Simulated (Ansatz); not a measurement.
**Sensitivity of a calculation on ReP (Pnma, 8 atoms in the cell) to its settings**

```
ReP
1.0
    6.90209     0.00000     0.00000
    0.00000     3.70051     0.00000
    0.00000     0.00000     5.09070
Re P
4 4
Direct
  0.18000   0.25000   0.12500
  0.32000   0.75000   0.62500
  0.82000   0.75000   0.87500
  0.68000   0.25000   0.37500
  0.03600   0.25000   0.61000
  0.46400   0.75000   0.11000
  0.96400   0.75000   0.39000
  0.53600   0.25000   0.89000
```

Base run A: PBEsol, default PAW files made with PBE (Ansatz, a quantum-chemistry and plane-wave program), self-consistent single point.

Its settings: basis.ecutwfc = 420 eV; kpoints.mp_grid.grid = 5 9 7; hamiltonian.xc = pbesol; hamiltonian.pseudopotentials = {kind: paw} (the program's default PAW files); scf.occupations.method = methfessel_paxton; scf.occupations.width = 0.1 eV.

The starting cell was generated: these elements placed on a structure prototype, without a prior relaxation; it need not be a known phase or ordering of this composition. Its lattice was rescaled by a random factor within 2.5 % of one. Spin polarisation is off. In the base run, with a pressure of about -30 GPa the cell is away from its equilibrium volume at this level. In the base run, forces exceed 1 eV/Å. Ansatz's pressure includes its estimate of the finite-basis (Pulay) stress.

ΔF is the free energy per atom less that of run A. A dash stands where there is no value to compare (another energy zero or no entropy term, no result, no spin, no clean gap, or a mesh too coarse for one). Total energies depend on the potentials, the functional and any Hubbard or dispersion term, so they are compared only between runs that share all of them.

Run A gave: pressure (GPa) -30.31; largest force (eV/Å) 2.739; k-points 60; valence electrons 80.

Runs:
- B: hamiltonian.dispersion: default → d3bjatm [PBEsol-D3BJ-ATM]
- C: scf.occupations.width: 0.1 eV → 0.3 eV
- D: 3 x 1 x 1 supercell, mesh divided and rounded up; kpoints.mp_grid.grid: 5 9 7 → 2 9 7
- E: kpoints.mp_grid.grid: 5 9 7 → 5 9 6
- F: kpoints.mp_grid.grid: 5 9 7 → 5 9 6; scf.occupations.width: 0.1 eV → 0.3 eV
- G: scf.mixing.preconditioner: default (the program chose Kerker) → kerker; scf.mixing.q_tf: default → 1.5
- H: scf.mixing.algorithm: default (the program chose MSR1) → broyden; scf.mixing.beta: default → 0.02

Question: What does run B change against A?

Answer: The pressure goes from -30.31 to -34.34 GPa and the largest force moves little (2.739 to 2.742 eV/Å).

Question: What does run F change against A?

Answer: The free energy drops by 2.6 meV/atom, the pressure hardly changes (-30.31 to -30.25 GPa) and the largest force goes from 2.739 to 2.765 eV/Å.

| run | ΔF (meV/atom) | pressure (GPa) | largest force (eV/Å) | k-points | valence electrons |
|---|---|---|---|---|---|
| A | 0.00 | -30.31 | 2.739 | 60 | 80 |
| B | – | -34.34 | 2.742 | 60 | 80 |
| C | -2.7 | -30.25 | 2.762 | 60 | 80 |
| D | -1.01 | -30.35 | 2.730 | 40 | 240 |
| E | 0.51 | -30.33 | 2.756 | 60 | 80 |
| F | -2.6 | -30.25 | 2.765 | 60 | 80 |
| G | 0.00 | -30.31 | 2.739 | 60 | 80 |
| H | 0.00 | -30.31 | 2.739 | 60 | 80 |

Keys are those of Ansatz 0.2.
